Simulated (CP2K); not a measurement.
Worked example: self-consistent single point of RbReO₃ (Pm-3m, 5 atoms in the cell) in CP2K.

Level of theory: PBEsol, GPW, DZVP-MOLOPT-SR-GTH basis, GTH-PBE potentials (GTH_POTENTIALS) (CP2K).

The change in words: lattice scaled by 0.98. Reference geometry:
```
RbReO3
1.0
    4.06733     0.00000     0.00000
    0.00000     4.06733     0.00000
    0.00000     0.00000     4.06733
Rb Re O
1 1 3
Direct
  0.00000   0.00000   0.00000
  0.50000   0.50000   0.50000
  0.50000   0.50000   0.00000
  0.00000   0.50000   0.50000
  0.50000   0.00000   0.50000
```

Reference input (self-consistent single point, DFT PBEsol, GPW, DZVP-MOLOPT-SR-GTH basis, GTH-PBE potentials (GTH_POTENTIALS)): CUTOFF = 500 Ry; REL_CUTOFF = 40 Ry; SMEAR/METHOD = FERMI_DIRAC; ELECTRONIC_TEMPERATURE = 1160.45 K; KPOINTS/SCHEME = MONKHORST-PACK 8 8 8; GAMMA_CENTERED = T; XC_FUNCTIONAL = PBE:PBESOL; Rb/BASIS_SET = DZVP-MOLOPT-SR-GTH-q9; Rb/POTENTIAL = GTH-PBE-q9; Re/BASIS_SET = DZVP-MOLOPT-SR-GTH-q15; Re/POTENTIAL = GTH-PBE-q15; O/BASIS_SET = DZVP-MOLOPT-SR-GTH-q6. This run's input differs from it in these lines:

```diff
@@ -67,5 +67,5 @@
     &CELL
-      A 4.06732700 0.00000000 0.00000000
-      B 0.00000000 4.06732700 0.00000000
-      C 0.00000000 0.00000000 4.06732700
+      A 3.98598000 0.00000000 0.00000000
+      B 0.00000000 3.98598000 0.00000000
+      C 0.00000000 0.00000000 3.98598000
       PERIODIC XYZ
```

Output, abridged:

```
 SCF WAVEFUNCTION OPTIMIZATION

  Step     Update method      Time    Convergence         Total energy    Change
     1 NoMix/Diag. 0.30E+00      -     1.77502601      -152.0409899074 -1.52E+02
     2 Broy./Diag. 0.30E+00      -     0.21812522      -149.4995347579  2.54E+00
     3 Broy./Diag. 0.30E+00      -     0.08437356      -151.6216085062 -2.12E+00
     4 Broy./Diag. 0.30E+00      -     0.02696772      -151.7696374926 -1.48E-01
     5 Broy./Diag. 0.30E+00      -     0.02629052      -151.2931806650  4.76E-01
     6 Broy./Diag. 0.30E+00      -     0.00549551      -151.3920795214 -9.89E-02
   [... 4 lines left out ...]
    11 Broy./Diag. 0.30E+00      -     0.00004088      -151.4290467530 -5.01E-06
    12 Broy./Diag. 0.30E+00      -     0.00000169      -151.4290373758  9.38E-06
    13 Broy./Diag. 0.30E+00      -     0.00000097      -151.4290396578 -2.28E-06
    14 Broy./Diag. 0.30E+00      -     0.00000005      -151.4290388001  8.58E-07
  *** SCF run converged in    14 steps ***

  Overlap energy of the core charge distribution:               0.00000001579703
  Self energy of the core charge distribution:               -290.96784035106151
  Core Hamiltonian energy:                                     71.60149913933195
  Hartree energy:                                              90.51476823013527
  Exchange-correlation energy:                                -22.57614038689197
  Electronic entropic energy:                                  -0.00132544731641
  Fermi energy:                                                 0.33702651600334

  Total energy:                                              -151.42903880005011
  Total energy (extrapolated to T->0):                       -151.42837607639191

   [... lines left out ...]

 STRESS| Analytical stress tensor [bar]
 STRESS|                        x                   y                   z
 STRESS|      x       -9.69018597744E+04   5.02136403522E-05   5.02147510353E-05
 STRESS|      y        5.02136403522E-05  -9.68948633107E+04   5.02121948618E-05
 STRESS|      z        5.02147510353E-05   5.02121948618E-05  -9.69010766179E+04
 STRESS| 1/3 Trace                                            -9.68992665676E+04
```

The run converged in 14 iterations. Against the reference run the free energy falls by 71.9 meV/atom and the pressure goes from -18.62 to -9.69 GPa.

The starting cell comes from a database of computed structures (which also holds hypothetical and non-ambient phases and stackings), without a prior relaxation at this level. Its lattice was rescaled by a random factor within 2.5 % of one. For this run, on top of that: lattice scaled by 0.98. Spin polarisation is off. Values carry the incompleteness of an atom-centred basis. The potentials were made for another functional than the one used. With a pressure of about -10 GPa the cell is away from its equilibrium volume at this level.

Cost on one core of a shared machine: roughly 40 s.
